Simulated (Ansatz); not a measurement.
**Amorphous C$_{48}$B$_{12}$**

Preparation: random packing, a CHGNet melt and quench, and a DFT relaxation. The hot cell started wider than the set density and was brought back towards it in steps. It is the lowest in DFT energy of 2 quenches. It is a model cell: composition and starting density were chosen by hand, and all elements were melted together. No dispersion term was used.

The numbers are results of PBE, scalar-relativistic without spin-orbit coupling (plane waves to 420 eV, PAW; Ansatz, a program for electronic structure), not measurements. Geometry, pressure, stress and energy are those of the PBE run. Its sampling: a 2×2×2 Γ-centred mesh; Fermi-Dirac width 0.05 eV; no spin polarisation. The levels at the Fermi energy are partly filled. A closed spacing in one fast-quenched cell at PBE doesn't show the material to be a metal.

| Item | Result |
|---|---|
| Number of atoms in the cell | 60 |
| Density (held, not predicted) | 2.10 g/cm³ |
| Volume per atom | 9.31 Å³ |
| Pressure on a 2×2×2 Γ-centred mesh | 2.32 GPa |
| Largest force and stress component on that mesh (the relaxation ran on one k-point at (1/4, 1/4, 1/4)) | 0.34 eV/Å and 3.8 GPa |
| Gap on a 2×2×2 Γ-centred mesh (PBE) | within the smearing (under twice its width) |

Bonds are counted up to C-C 1.74 Å, C-B 1.86 Å, B-B 2.02 Å.

* **Mean coordination of C**: 3.15 (41 with 3, 7 with 4)
* **Mean coordination of B**: 3.08 (11 with 3, 1 with 4)
* **Mean C-C bond**: 1.447 Å (spread 0.053 Å, 57 counted)
* **Mean C-B bond**: 1.585 Å (spread 0.056 Å, 37 counted)

Its density started from a set value of 2.10 g/cm³. The quench (nominally 990 K/ps over its main leg) was far faster than any real one, so the model tends to hold more defects than a real film. Values belong to this one cell and scatter from quench to quench. The volume was held where the preparation left it, at a PBE pressure of 2.3 GPa. Stress components on the final sampling reach 3.8 GPa. On a 2×2×2 Γ-centred mesh force components of up to 0.34 eV/Å stay, since the relaxation ran on one k-point at (1/4, 1/4, 1/4).
